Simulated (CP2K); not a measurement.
Band structure of HfAu (P4/nmm, 4 atoms in the cell).

```
HfAu
1.0
    3.48386     0.00000     0.00000
    0.00000     3.48386     0.00000
    0.00000     0.00000     6.32052
Hf Au
2 2
Cartesian
  0.00000   1.74193   5.38243
  1.74193   0.00000   0.93809
  0.00000   1.74193   2.34763
  1.74193   0.00000   3.97289
```

Method: PBEsol, GPW, DZVP-MOLOPT-SR-GTH basis, GTH-PBE potentials (GTH_POTENTIALS) (CP2K).

Settings: CUTOFF = 500 Ry; REL_CUTOFF = 60 Ry; SMEAR/METHOD = GAUSSIAN; SIGMA = 0.1 eV; KPOINTS/SCHEME = MONKHORST-PACK 8 8 4; GAMMA_CENTERED = T; XC_FUNCTIONAL = PBE:PBESOL; Hf/BASIS_SET = DZVP-MOLOPT-SR-GTH-q12; Hf/POTENTIAL = GTH-PBE-q12; Au/BASIS_SET = DZVP-MOLOPT-SR-GTH-q11; Au/POTENTIAL = GTH-PBE-q11; METHOD = GPW; EPS_DEFAULT = 1e-10; EXTRAPOLATION = USE_GUESS.

The starting cell comes from a database of computed structures (which also holds hypothetical and non-ambient phases and stackings), without a prior relaxation at this level. Spin-orbit coupling is off. Values carry the incompleteness of an atom-centred basis. The potentials were made for another functional than the one used.

Levels in eV from the Fermi level, bands 19 to 24:
```tsv
point	19	20	21	22	23	24
Γ	-4.31	-3.96	-2.64	-0.82	1.15	1.15
X	-3.32	-3.32	-1.20	-1.20	0.25	0.25
M	-2.78	-2.78	-1.68	-1.68	0.00	0.00
Z	-4.23	-4.00	-1.90	-0.71	1.60	1.60
R	-3.56	-3.56	-2.02	-2.02	0.51	0.51
A	-3.07	-3.07	-1.55	-1.55	-0.83	-0.83
```

Bands cross the Fermi level along this path, so the cell is metallic at this level.

Higher empty bands are left out: an atom-centred basis made for the valence describes them poorly.
